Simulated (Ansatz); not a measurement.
The parent structure is TiAl3 (space group I4/mmm, No. 139; a = 3.816 Å, c = 8.551 Å).

Calculations: Ansatz (a quantum-chemistry and plane-wave program), PBEsol, PAW, cutoff 420 eV, no spin-orbit coupling.

Base values:

The lattice parameter a comes out as 3.816 Å.

It is then changed as follows: full substitution Al → B, then cell and atoms are relaxed.

Question: Predict the new lattice parameter a.

Answer: The lattice parameter a falls by 0.796 Å (3.816 Å → 3.020 Å).

Stability against distortions was not tested. As relaxed here, TiB3 is a hypothetical phase, not in the database extracts checked. The final runs are not spin-polarised. An odd electron count without spin: TiB3 and TiAl3.
